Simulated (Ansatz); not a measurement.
Functionals compared on the (210) surface of fcc Au in its 1x1 cell, outermost plane spacing 0.93 Å in the ideal cut, in Ansatz (plane waves, PAW). The structure was relaxed with PBE; the other rows are single points on it, each with its references at the same level. Cutoff 420 eV (500 eV for r2SCAN).

Slab: 12 atoms, 10.2 Å thick at the start (thin: gaps and levels are the slab's own); k 10x8x1, smearing 0.1 eV, dipole-corrected; all atoms relaxed; held to the part of the start's symmetry that mesh and held atoms allow; no spin, no spin-orbit, no U. These notes are the PBE run's.

```tsv
functional	surface energy (J/m²)	work function of the top face (eV)	rough cost of the single point
PBE	0.92	4.99	–
LDA	1.43	5.40	about 2.2 core-minutes (a rough figure)
PBEsol	1.27	5.11	around 2.2 core-minutes (rough)
RPBE	0.69	4.81	very roughly 2.0 core-minutes
r2SCAN	…	…	roughly 5 core-minutes
```

Fill in the missing entries.


- r2SCAN, surface energy (J/m²): 1.11
- r2SCAN, work function of the top face (eV): 4.99

Ansatz is a quantum-chemistry and plane-wave program.
